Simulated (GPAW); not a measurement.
GPAW run on AlAs (F-43m, 2 atoms in the cell): self-consistent single point

Method: PBE, GPAW PAW datasets PBE (gpaw-data 1.0.1) (plane waves; GPAW).

The input file:

```python
from ase import Atoms
from ase.units import GPa
from gpaw import GPAW

atoms = Atoms(['Al', 'As'],
              cell=[[0.000000, 2.827116, 2.827116],
                    [2.827116, 0.000000, 2.827116],
                    [2.827116, 2.827116, 0.000000]],
              scaled_positions=[[0.000000, 0.000000, 0.000000],
                                [0.750000, 0.750000, 0.750000]],
              pbc=True)

calc = GPAW(mode={'name': 'pw', 'ecut': 600},
            xc='PBE',
            kpts={'size': (10, 10, 10), 'gamma': True},
            occupations={'name': 'fermi-dirac', 'width': 0.0},
            nbands=-4,
            convergence={'bands': -2},
            symmetry={'symmorphic': False, 'tolerance': 0.0005},
            maxiter=100,
            txt='-')

atoms.calc = calc

energy = atoms.get_potential_energy()
print('Energy (eV):', round(energy, 6))
forces = atoms.get_forces()
print('Forces (eV/Ang):')
print(forces.round(5))
stress = atoms.get_stress()
print('Stress (GPa, Voigt):', (stress / GPa).round(4))
```

The program printed (abridged):

```
Input parameters:
  convergence: {bands: -2}
  kpts: {gamma: True,
         size: (10, 10, 10)}
  maxiter: 100
  mode: {ecut: 600,
         name: pw}
  nbands: -4
  occupations: {name: fermi-dirac,
                width: 0.0}
  symmetry: {symmorphic: False,
             tolerance: 0.0005}
  xc: PBE

species:
  Al:
    name: Aluminium
    Z: 13.0
    valence: 3
    core: 10
    charge: 0.0
    file: Al.PBE.gz

    # Using partial waves for Al as LCAO basis

  As:
    name: Arsenic
    Z: 33.0
    valence: 5
    core: 28
    charge: 0.0
    file: As.PBE.gz

    # Using partial waves for As as LCAO basis

Reference energy: -68106.396865  # eV

Spin-paired calculation

Convergence criteria:
 Maximum [total energy] change in last 3 cyles: 0.0005 eV / valence electron
 Maximum integral of absolute [dens]ity change: 0.0001 electrons / valence electron
 Maximum integral of absolute [eigenst]ate change: 4e-08 eV^2 / valence electron
 Maximum number of scf [iter]ations: 100

Symmetries present (total): 24
Symmetries with fractional translations: 0
1000 k-points: 10 x 10 x 10 Monkhorst-Pack grid + [1/20,1/20,1/20]
47 k-points in the irreducible part of the Brillouin zone
       k-points in crystal coordinates                weights
   0:     0.00000000    0.00000000    0.00000000          1/1000
   1:     0.10000000    0.10000000    0.00000000          6/1000
   2:     0.10000000    0.10000000    0.10000000          8/1000
   [... 7 lines left out ...]
          ...
  46:     0.50000000    0.50000000    0.50000000          4/1000

Wave functions: Plane wave expansion
  Cutoff energy: 600.000 eV
  Number of coefficients (min, max): 1459, 1524
  Pulay-stress correction: 0.000000 eV/Ang^3 (de/decut=0.000000)

Occupation numbers: # Zero width

Eigensolver

Densities:
  Coarse grid: 24*24*24 grid
  Fine grid: 48*48*48 grid
  Total Charge: 0.000000

Density mixing:
  Method: separate
  Backend: pulay
  Linear mixing parameter: 0.05
  old densities: 5
  Damping of long wavelength oscillations: 50

Hamiltonian:
  XC and Coulomb potentials evaluated on a 48*48*48 grid
  External potential:
    NoExternalPotential

XC parameters: PBE with 2 nearest neighbor stencil

Number of atoms: 2
Number of atomic orbitals: 8
Number of bands in calculation: 8
Number of valence electrons: 8
Bands to converge: 6

Density initialized from atomic densities
  8 bands from LCAO basis set

Atomic positions and initial magnetic moments

Positions:
   0 Al     0.000000    0.000000    0.000000    ( 0.0000,  0.0000,  0.0000)
   1 As     4.240674    4.240674    4.240674    ( 0.0000,  0.0000,  0.0000)

Unit cell:
           periodic     x           y           z      points  spacing
  1. axis:    yes    0.000000    2.827116    2.827116    24     0.1360
  2. axis:    yes    2.827116    0.000000    2.827116    24     0.1360
  3. axis:    yes    2.827116    2.827116    0.000000    24     0.1360

  Lengths:   3.998146   3.998146   3.998146
  Angles:   60.000000  60.000000  60.000000

Effective grid spacing dv^(1/3) = 0.1484

     iter     time        total  log10-change:
                         energy   eigst   dens
iter:   1 --:--:--    -9.472419   +0.39
iter:   2 --:--:--    -9.451323   -0.93  -0.81
iter:   3 --:--:--    -9.346591   -1.41  -0.84
iter:   4 --:--:--    -9.349261   -2.44  -1.24
iter:   5 --:--:--    -9.355771   -2.38  -1.32
iter:   6 --:--:--    -9.350200   -3.20  -1.66
iter:   7 --:--:--    -9.350213   -4.13  -2.24
iter:   8 --:--:--    -9.349825c  -4.20  -2.23
iter:   9 --:--:--    -9.349829c  -5.58  -3.32
iter:  10 --:--:--    -9.349829c  -6.76  -3.42
iter:  11 --:--:--    -9.349831c  -6.41  -3.46
iter:  12 --:--:--    -9.349830c  -6.75  -3.62
iter:  13 --:--:--    -9.349830c  -8.35c -4.21c

Converged after 13 iterations.

Dipole moment: (3.273035, 3.273035, 3.273035) |e|*Ang

Energy contributions relative to reference atoms: (reference = -68106.396865)

Kinetic:        +19.880089
Potential:      -17.600597
External:        +0.000000
XC:             -11.614796
Entropy (-ST):   +0.000000
Local:           -0.014526
SIC:             +0.000000
--------------------------
Free energy:     -9.349830
Extrapolated:    -9.349830

Showing only first 2 kpts
 Kpt  Band  Eigenvalues  Occupancy
  0     2      4.33953    2.00000
  0     3      4.33953    2.00000
  0     4      6.43111    0.00000
  0     5      8.63927    0.00000

  1     2      3.99640    2.00000
  1     3      3.99640    2.00000
  1     4      7.48202    0.00000
  1     5      8.19490    0.00000

Fermi level: 5.05279

Gap: 1.427 eV
Transition (v -> c):
  (s=0, k=0, n=3, [0.00, 0.00, 0.00]) -> (s=0, k=41, n=4, [0.50, 0.50, 0.00])
Direct/indirect transitions are different
Direct gap: 2.092 eV
Transition at: (s=0, k=0, n=3, [0.00, 0.00, 0.00])
Energy (eV): -9.34983

Forces in eV/Ang:
  0 Al   -0.00000   -0.00000   -0.00000
  1 As   -0.00000    0.00000   -0.00000

Stress tensor:
    -0.019898    -0.000000     0.000000
    -0.000000    -0.019898     0.000000
     0.000000     0.000000    -0.019898
Stress (GPa, Voigt): [-3.1881 -3.1881 -3.1881  0.      0.     -0.    ]
```

The run converged in 13 iterations. GPAW prints stress with tension positive.

The starting cell comes from a database of computed structures (which also holds hypothetical and non-ambient phases and stackings), without a prior relaxation at this level. Its lattice was rescaled by a random factor within 2.5 % of one. With a pressure of about 3 GPa the cell is away from its equilibrium volume at this level.
